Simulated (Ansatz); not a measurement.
**Input and output of a self-consistent single point for MgSc (P4mm, 2 atoms in the cell) (Ansatz, a program for electronic structure)**

Method: PBEsol, default PAW files made with PBE (plane waves; Ansatz).

The input file:

Ansatz 0.2 input:
```yaml
# MgSc
crystal:
  lattice:
    - [3.614432, 0.000000, 0.000000]
    - [0.000000, 3.614432, 0.000000]
    - [0.000000, 0.000000, 3.614432]
  atoms:
    - { symbol: Mg, position: [0.000000, 0.000000, 0.013833] }
    - { symbol: Sc, position: [0.500000, 0.500000, 0.500000] }
basis:
  ecutwfc: 420.0 eV
kpoints:
  mp_grid: { grid: [9, 9, 9] }
hamiltonian:
  xc: pbesol
  pseudopotentials: { kind: paw }
scf:
  occupations: { method: gaussian, width: 0.1 eV }
output:
  forces: true
  eigenvalues: true
  stress: true
```

Output, abridged:

```
WARN ansatz: RAYON_NUM_THREADS=1 ignored (pool sized by the plan → 1); use --threads N
Pseudopotentials: kind: paw
Pseudopotential: Mg, paw, valence charge 10
Pseudopotential: Sc, paw, valence charge 11
Crystal: 2 atoms, lattice volume = 47.219 Å³
Basis set: ecut = 420 eV, 925 PW (Γ), exchange–correlation on 50×50×50 points (8 copies of the dense FFT grid, shifted against one another)
Bands: 15, of which v1, the nominal top of the filled ones, is band 11 counted from 1 (10 counted from 0)
Symmetry: 8 space group operations
Space group: P4mm (ITA 99), of the structure as read, at distance tolerance 3.6e-5 Å
k-points: 75 of 729 (time reversal used)
PAW frozen core: Mg, regenerated for the run's functional, and the local potential with it
PAW frozen core: Sc, regenerated for the run's functional, and the local potential with it
Initial density: superposition of atomic densities (neutral atoms: chi_scale 0, normalization atom), corrected by the library's trained network
Initial wavefunctions: pseudopotential atomic-orbital guess
Eigensolver: davidson
Functional: x = pbesol(κ = 0.804, μ = 0.12345679012345678), c = pbesol(β = 0.046)
SCF iter   1: F=—  HF=-4023.474271 eV  |F-HF|=—  |Δ(HF+E_count)|=         —  Δρ=3.92e-3  dr2=7.43e-3  ethr=1.77e-3  ⟨swp⟩=4.8  Hψ=4941  notcnv=0
all-band conjugate gradients solve this SCF's bands
preconditioner: auto → none
SCF iter   2: F=—  HF=-4023.471685 eV  |F-HF|=—  |Δ(HF+E_count)|=   2.59e-3  Δρ=2.28e-3  dr2=2.88e-3  ethr=3.54e-5  ⟨swp⟩=2.0  Hψ=2042  notcnv=0
SCF iter   3: F=—  HF=-4023.470941 eV  |F-HF|=—  |Δ(HF+E_count)|=   7.44e-4  Δρ=2.57e-4  dr2=4.25e-5  ethr=1.37e-5  ⟨swp⟩=2.7  Hψ=1796  notcnv=0
SCF iter   4: F=—  HF=-4023.471003 eV  |F-HF|=—  |Δ(HF+E_count)|=   6.24e-5  Δρ=5.62e-5  dr2=1.66e-6  ethr=2.02e-7  ⟨swp⟩=2.7  Hψ=1761  notcnv=0
SCF iter   5: F=—  HF=-4023.471003 eV  |F-HF|=—  |Δ(HF+E_count)|=   2.87e-7  Δρ=2.14e-5  dr2=2.69e-7  ethr=7.89e-9  ⟨swp⟩=2.3  Hψ=1815  notcnv=0
SCF iter   6: F=-4023.471003 eV  HF=-4023.471003 eV  |F-HF|=1.40e-8  |Δ(HF+E_count)|=   6.75e-8  Δρ=5.20e-6  dr2=1.94e-8  ethr=4.76e-10  ⟨swp⟩=5.0  Hψ=4515  notcnv=0
SCF 1 converged in 6 iterations: F = -4023.471003 eV  dr2 = 1.94e-8
SCF converged after 6 iterations
Free energy (F): -4023.471003 eV
Harris-Foulkes:  -4023.471003 eV  (|F-HF|=1.40e-8)
Internal energy: -4023.458061 eV  (E = F + TS)
E sigma→0 (E₀):  -4023.464532 eV
Entropy (-TS):   -0.012942 eV (-6.471 meV/atom)
Fermi energy:    7.366301 eV
--- Per-component energies (eV) ---
  E_band       = -523.038160
  E_kinetic    = 334.238328
  E_local      = -2456.906469  (includes V_loc(G=0)·N_el)
  E_nonlocal   = 180.390400
  E_hartree    = 862.654263
  E_xc         = -130.931163
  E_vxc        = -164.283928  (∫ρ·V_xc dr)
  E_paw        = -1212.785253  (= ΣΔE_a)
  E_vpaw       = -141.787386  (= ΣTr[D̂ρ^β])
  E_aug_tail   = 0.000013  (compensation charges beyond the density's cutoff)
  E_ewald      = -1600.306069
  E_core_change = 0.187887  (= ΣΔE_core)
  E_smearing   = -0.012942  (= −TS)
  E_closure    = -0.000000  (closes the sum)
  Σ components = -4023.471003   (vs F -4023.471003, Δ=0.00e0)
--- Forces (eV/Å), atoms counted from 1 ---
  atom   1  Mg     0.00000000     0.00000000    -0.18069528
  atom   2  Sc    -0.00000000     0.00000000     0.18069608
  max |Σ_I F_I| component: 8.02e-7 eV/Å
--- Stress (GPa, compression-positive) ---
       -2.039087       0.000000      -0.000000
        0.000000      -2.039087       0.000000
       -0.000000       0.000000      -2.078936
  P = ⅓ Tr σ = -2.0524 GPa (-20.524 kbar)
  The stress holds the Pulay correction. Without it, at fixed plane waves, as pw.x and ABINIT print it: P = -2.0591 GPa
--- Band table (eV; the first three rows and the last of 75) ---
  k-point 0: bands = ["-67.3268", "-42.2865", "-34.2680", "-34.2680", "-34.2679", "-20.9561", "-20.9558", "-20.9558", "1.4402", "7.2458", "7.2461", "9.6919", "9.6924", "9.6924", "12.4502"]
  k-point 1: bands = ["-67.3268", "-42.2859", "-34.2684", "-34.2679", "-34.2679", "-20.9655", "-20.9550", "-20.9550", "1.5953", "7.1883", "7.3055", "9.5095", "9.5095", "9.7066", "11.7386"]
  k-point 2: bands = ["-67.3267", "-42.2843", "-34.2695", "-34.2678", "-34.2678", "-20.9893", "-20.9531", "-20.9531", "2.0516", "6.8490", "7.4655", "9.1420", "9.1420", "9.7441", "10.8090"]
  k-point 74: bands = ["-67.3264", "-42.2709", "-34.2712", "-34.2712", "-34.2712", "-21.0158", "-21.0155", "-21.0154", "6.2204", "6.4778", "6.4786", "9.7452", "9.7456", "9.7607", "10.7536"]
```

The run converged in 6 iterations.

The starting cell comes from a database of computed structures (which also holds hypothetical and non-ambient phases and stackings), without a prior relaxation at this level. Its lattice was rescaled by up to half a per cent. One atom was moved a little off its site on purpose. Ansatz's pressure includes its estimate of the finite-basis (Pulay) stress.
